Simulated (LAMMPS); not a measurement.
MD of Si (diamond structure) at zero pressure, 1728 atoms, as a crystal; each row is its own run.

Model: classical MD, pair style tersoff, file SiC_Erhart-Albe.tersoff; code LAMMPS.

```
T (K)  enthalpy (eV/atom)
-----  ------------------
200               -4.5764
300               -4.5502
760               -4.4281
1010              -4.3601
1270              -4.2899
1770              -4.1536
2020              -4.0870
```

Problem. Fit a straight line, y = a + b x, to these rows (x is the first column, y the second) and predict the run at x = 1520.

Solution. Least squares gives a = -4.6314 and b = 0.0002694. At x = 1520 the fit predicts -4.2219 eV/atom. The run itself gave -4.2225 ± 0.0007 eV/atom, so the fit is 0.6 meV/atom high, within the run's error.
